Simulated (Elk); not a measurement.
Elk run on YHg₂ (P6/mmm, 3 atoms in the cell): self-consistent single point.

Method: Elk with PBEsol, all-electron FP-LAPW, Elk's shipped species files, APW+lo basis with extra local orbitals.

The change in words: lattice scaled by 0.98. Reference geometry:
```
YHg2
1.0
    4.80153     0.00000     0.00000
   -2.40077     4.15825     0.00000
    0.00000     0.00000     3.43464
Y Hg
1 2
Direct
  0.00000   0.00000   0.00000
  0.33333   0.66667   0.50000
  0.66667   0.33333   0.50000
```

Reference input (self-consistent single point, DFT, PBEsol, all-electron FP-LAPW, Elk's shipped species files, APW+lo basis with extra local orbitals): xctype = 22; rgkmax = 7.5; swidth = 0.00499791 Ha; ngridk = 9 9 11; tforce = true; gmaxvr = 18 1/bohr; lmaxapw = 10; lmaxo = 8; nxlo = 2; lorbcnd = true; lradstp = 2; nrmtscf = 2. This run's input differs from it in these lines:

```diff
@@ -43,5 +43,5 @@
 avec
-    9.0735807978   -0.0000000787    0.0000000000
-   -4.5367903308    7.8579515136    0.0000000000
-    0.0000000000    0.0000000000    6.4905346059
+    8.8921088199    0.0000003214    0.0000000000
+   -4.4460546883    7.7007919706    0.0000000000
+    0.0000000000    0.0000000000    6.3607236492
```

Output (repeated stretches shortened):

```
│ Self-consistent loop started │
│ Loop number : 1 │
 total energy                :     -42682.6474741
│ Loop number : 2 │
 total energy                :     -42683.7127919
RMS change in Kohn-Sham potential (target) :   0.1837573877     (  0.1000000000E-05)
Absolute change in total energy (target)   :    1.065317748     (  0.1000000000E-03)
│ Loop number : 3 │
 total energy                :     -42688.0600934
RMS change in Kohn-Sham potential (target) :   0.1573448237     (  0.1000000000E-05)
Absolute change in total energy (target)   :    4.613630976     (  0.1000000000E-03)
│ Loop number : 4 │
   [... lines left out ...]
Absolute change in total energy (target)   :   0.1630796614E-03 (  0.1000000000E-03)
│ Loop number : 20 │
 total energy                :     -42696.7500338
RMS change in Kohn-Sham potential (target) :   0.8811800623E-07 (  0.1000000000E-05)
Absolute change in total energy (target)   :   0.1200335537E-03 (  0.1000000000E-03)
│ Loop number : 21 │
 total energy                :     -42696.7500181
RMS change in Kohn-Sham potential (target) :   0.3502271435E-07 (  0.1000000000E-05)
Absolute change in total energy (target)   :   0.1425130904E-04 (  0.1000000000E-03)
Convergence targets achieved

│ Loop number : 22 │

Energies :
 Fermi                       :     0.342001853034
 total energy                :     -42696.7500156

Density of states at Fermi energy :    44.44098667
 (states/Hartree/unit cell)

Estimated indirect band gap :   0.1526166506E-02
 from k-point     14 to k-point      7
Estimated direct band gap   :   0.9053902094E-02
 at k-point     57

Charges :
 core                        :    152.0000000
 valence                     :    47.00000000
 interstitial                :    5.174288284
 muffin-tins (core leakage)
  species :    1 (Y)
   atom    1                 :    36.80891268     (  0.9020420425E-05)
  species :    2 (Hg)
   atom    1                 :    78.50839952     (  0.3050484092E-03)
   atom    2                 :    78.50839952     (  0.3050484092E-03)
   [... lines left out ...]
   total force               :     0.00000000   -0.00000000    0.00000000
   total magnitude           :     0.00000000
  atom :    2
   Hellmann-Feynman          :     0.00000000   -0.00000000    0.00000000
   IBS                       :    -0.00000000    0.00000000    0.00000000
   total force               :    -0.00000000    0.00000000    0.00000000
   total magnitude           :     0.00000000
```

The run converged in 22 iterations. The count includes the last loop, which Elk runs after its targets are met. 

The starting cell comes from a database of computed structures (which also holds hypothetical and non-ambient phases and stackings), without a prior relaxation at this level. Its lattice was rescaled by a random factor within 2.5 % of one. For this run, on top of that: lattice scaled by 0.98. Spin-orbit coupling is off. Values depend on the basis (sphere radii, cutoffs, local orbitals), which need not be converged. The log's line on a gap gives a spacing of levels on this mesh, which the program prints for metals too.

Cost on one core of a shared machine: roughly 5 min.
